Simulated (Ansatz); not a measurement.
Mg2Si with two functionals, Si → S

The parent structure is Mg2Si (space group Fm-3m, No. 225; a = 6.364 Å).

(Cell as relaxed with PBE.)

Levels (all Ansatz, an electronic-structure program, PAW, earlier PAW set): PBE (420 eV, no spin-orbit coupling); PBEsol (420 eV, spin-orbit coupling left out).

Each level relaxes its own structure.

| base | PBE | PBEsol |
|---|---|---|
| volume per atom | 21.48 Å³ | 21.09 Å³ |
| lattice parameter a | 636.4 pm | 632.5 pm |
| band gap | 0.22 eV | 0.12 eV |

It is then changed as follows: S takes the place of Si on all its sites; the structure is relaxed again.

```tsv
quantity	PBE	PBEsol
shortest interatomic distance	280.2 pm	277.1 pm
band gap	zero	zero
```

PBE's shortest interatomic distance lies 3.1 pm above PBEsol's (1.1 %); the two agree on the band gap. Neither level is exact; PBEsol is the comparison here, not a measurement.

Whether these cells are dynamically stable was not tested. As relaxed here, Mg2S is a hypothetical phase, not in the database extracts checked. All final runs are without spin polarisation. The zero or small gap of Mg2Si can change with the level of theory.
